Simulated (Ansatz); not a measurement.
Given:

```
ZnSe
1.0
    4.00568     0.00000     0.00000
   -2.00284     3.46902     0.00000
    2.00284    -1.15634     3.27063
Zn Se
1 1
Direct
  0.00000   0.00000   0.00000
  0.75000   0.25000   0.75000
```

Space group of this cell: F-43m, zinc blende. The cell is taken as given.

Level of theory: r2SCAN (plane waves, PAW; Ansatz, an electronic-structure program).

The current runs along the normal of the first two printed vectors; no spin-orbit coupling. Scaled by the factor s: all lengths (ions clamped). Meshes 10×10×10 and 12×12 across the current in all rows.

| s | mean pressure (GPa) | slowest mid-gap decay constant κ (1/Å) |
|---|---|---|
| 0.98 | 4.5 | ? |
| 1.00 | 0.0 | 0.117 |
| 1.02 | -3.4 | 0.106 |

Task: Take the slope of the slowest mid-gap decay constant κ against ln s from the two given rows, extrapolate to s = 0.98, and say what the run there gives.

Result: Slope = (0.106 − 0.117) / ln 1.02 = -0.555 1/Å. The line gives 0.117 + (-0.555) × ln 0.98 = 0.128 1/Å. The run gives 0.128 1/Å, as the line does.
